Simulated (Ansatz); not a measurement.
**Effect of uniaxial strain ε_xx = −3.00 % on ZnCu2SnS4**

The parent structure is ZnCu$_{2}$SnS$_{4}$ (space group I-4, No. 82; a = 5.317 Å, c = 10.643 Å). Axes: x, y, z lie along a, b, c of the conventional cell.

Perturbation: the cell is compressed by 3.00 % along x with no lateral relaxation, atoms relaxed at fixed cell.

Calculations: LDA, PAW, 420 eV (Ansatz, an electronic-structure program; without spin-orbit coupling). k-mesh 9×9×9 (Γ-centred); smearing 0.05 eV (Fermi–Dirac).

```csv
quantity,base,changed,shift
volume per atom,18.81 Å³,18.24 Å³,-0.564 Å³
space group,I-4 (No. 82),C2 (No. 5),–
shortest interatomic distance,2.245 Å,2.221 Å,-0.024 Å
energy relative to the base (free energy F),0 meV/atom,+6.3 meV/atom,+6.3 meV/atom
"pressure (mean of the normal stresses, compression positive)",0.0 kbar,28.5 kbar,+28.5 kbar
band gap,0.14 eV,0.21 eV,+0.07 eV
gap character,direct at Γ,direct at Γ,–
"valence-band top at Γ (three highest levels, from the VBM)","0.00, -0.04, -0.04 eV","0.00, -0.04, -0.09 eV",–
"valley order (the lowest conduction-band minima on the path, energy above the VBM, named in the base's zone)","Γ 0.14 eV; X (0, 0, 1/2) 0.49 eV; M (1/2, 1/2, 1/2) 1.15 eV","Γ 0.21 eV; X (0, 0, 1/2) 0.54 eV; X (1/2, 1/2, 0) 0.54 eV; M (1/2, 1/2, 1/2) 1.15 eV",–
"stress (xx, yy, zz, yz, xz, xy; compression positive)",–,"(3.61, 2.47, 2.47, 0.00, 0.00, 0.01) GPa",–
```

No phonon test of stability was made. The final runs are not spin-polarised. A zero or small gap of ZnCu2SnS4 can be the functional's error rather than a property of the material. k-point labels follow each cell's own Brillouin zone.
